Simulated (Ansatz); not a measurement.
## Converging the plane-wave cutoff: Na (Im-3m, 1 atom in the cell)

```xyz
1
Lattice="-2.1406 2.1406 2.1406 2.1406 -2.1406 2.1406 2.1406 2.1406 -2.1406" Properties=species:S:1:pos:R:3 pbc="T T T"
Na     0.0000     0.0000     0.0000
```

Level of theory: PBE (plane waves, PAW; Ansatz, a first-principles code).

Base settings: basis.ecutwfc = 30.9 Ry; kpoints.mp_grid.grid = 11 11 11; hamiltonian.xc = pbe; hamiltonian.pseudopotentials = {kind: paw} (the program's default PAW files); scf.occupations.method = fermi_dirac; scf.occupations.width = 0.0073 Ry.

The second cell is the first with its lattice scaled by 0.98.

The mesh stays at the base's, so the ladder's end is converged at best in this setting alone.

The first pressure column holds Ansatz's estimate of the finite-basis (Pulay) stress, which hides part of the cutoff error; the other is without it.

Only quantities that move along the ladder and can be compared are tabulated.

The count of work is k-points × plane waves × bands × iterations; it is no time. 

The starting cell has typed, rounded lattice constants, without a prior relaxation at this level. Its lattice was rescaled by up to half a per cent.

Steps (basis.ecutwfc): 10.7 Ry; 12.5 Ry; 14 Ry; 15.4 Ry; 16.9 Ry; 18.4 Ry; 21.7 Ry; 24.6 Ry; 27.9 Ry; 30.9 Ry; 33.8 Ry; 37.1 Ry; 41.5 Ry; 46.3 Ry; 54 Ry; 61.7 Ry; 74.2 Ry.

Q: What is the coarsest basis.ecutwfc that holds the pressure without the Pulay estimate within 0.1 GPa of the last step, with all finer ones?

A: 27.9 Ry, at 0.23 of the last step's count of work; the step before is off by 0.40 GPa.

Q: What is the coarsest basis.ecutwfc that holds the free energy within 2 meV/atom of the last step, with all finer ones?

A: 27.9 Ry, at 0.23 of the last step's count of work; the step before is off by 7.9 meV/atom.

Q: What is the coarsest basis.ecutwfc that holds the energy of the compressed cell less the first within 0.5 meV/atom of the last step, with all finer ones?

A: 21.7 Ry, at 0.15 of the last step's count of work; the step before is off by 0.80 meV/atom.

```tsv
basis.ecutwfc	free energy less the last step's (meV/atom)	energy of the compressed cell less the first (meV/atom)	pressure (GPa)	pressure without the Pulay estimate (GPa)	count of work / last
10.7 Ry	21515.14	10.93	-0.51	-309.93	0.057
12.5 Ry	8884.11	-85.05	-1.11	-150.71	0.069
14 Ry	4191.48	-1.94	-0.84	-80.92	0.078
15.4 Ry	2067.10	-24.53	-0.79	-44.96	0.086
16.9 Ry	944.53	-6.23	-0.55	-23.48	0.11
18.4 Ry	421.37	-3.77	-0.48	-12.11	0.13
21.7 Ry	60.36	-3.04	-0.42	-2.70	0.15
24.6 Ry	7.93	-2.95	-0.41	-0.81	0.19
27.9 Ry	0.99	-3.01	-0.41	-0.43	0.23
30.9 Ry	0.81	-3.01	-0.41	-0.41	0.26
33.8 Ry	0.60	-3.00	-0.41	-0.42	0.32
37.1 Ry	0.27	-2.98	-0.41	-0.42	0.33
41.5 Ry	0.08	-2.97	-0.41	-0.41	0.42
46.3 Ry	0.05	-2.97	-0.41	-0.41	0.49
54 Ry	0.03	-2.97	-0.41	-0.41	0.60
61.7 Ry	0.01	-2.97	-0.41	-0.41	0.75
74.2 Ry	0.00	-2.97	-0.41	-0.41	1.0
```

The energy difference between the two cells stays within 1 meV/atom of the last step's from 18.4 Ry on, the total only from 27.9 Ry on: much of the error is common to both cells and cancels.

At the lowest cutoff the pressure without the Pulay estimate lies 310 GPa under the last step's, the usual sign of Pulay stress in an incomplete plane-wave basis.

Keys are those of Ansatz 0.2.
